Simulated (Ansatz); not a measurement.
Pt: strain along the normal

Pt (fcc, Fm-3m, 15.057 Å³/atom at rest) under an equal strain ε in the (001) plane with the normal axis free, as in a coherent film. PBEsol in Ansatz, a plane-wave DFT program (PAW, default set), 420 eV, 29×29×29 Γ-centred mesh, Fermi-Dirac smearing 0.10 eV; ions are relaxed within the symmetry of each cell.

Here s stands for strain and y for normal strain.

```csv
strain (%),normal strain (%)
-1.50,2.08
-1.00,1.39
-0.50,0.70
0.00,0.00
0.50,-0.70
1.00,-1.41
1.50,-2.12
3.00,?
```

Fit y of the 7 rows that show it with a straight line. Means: s 0, y -0.009. About the means, the sum of products is -9.8000 and the sum of squares of s is 7.0000; the slope is their ratio. Least squares gives y = -0.009 - 1.4000·s. Residuals (row less fit): -0.011, -0.001, 0.009, 0.009, 0.009, -0.001, -0.011; standard error 0.010 (degrees of freedom: 5). The slope, -1.40 ± 0.00, is the elastic response of the normal axis, −2C12/C11 for this plane.

Estimate the missing y (s = 3.00); what did the run itself give?

y = -0.009 - 1.4000 × 3.0 = -4.209%. The calculation gives -4.31%, 0.101% below the prediction (1.6 % of the range of y in the table). The row lies outside the fitted rows, so this is an extrapolation. From the scatter of the fitted rows alone, a prediction at this place has a standard error of 0.015%, so the miss is 6.7 times that.

One order more, fitted to all 13 runs of the series, follows each within 0.02, so the miss is the next term of a smooth law. In a metal these values are sensitive to mesh and smearing; energies are taken to zero smearing, stresses follow the free energy. Rows are the converged runs of the series near zero and its far end; series whose fitted rows scatter by over a few per cent of the range, as at a crossing or softening among them, aren't shown in this form. Most that stay on the fit to the last digits aren't either.
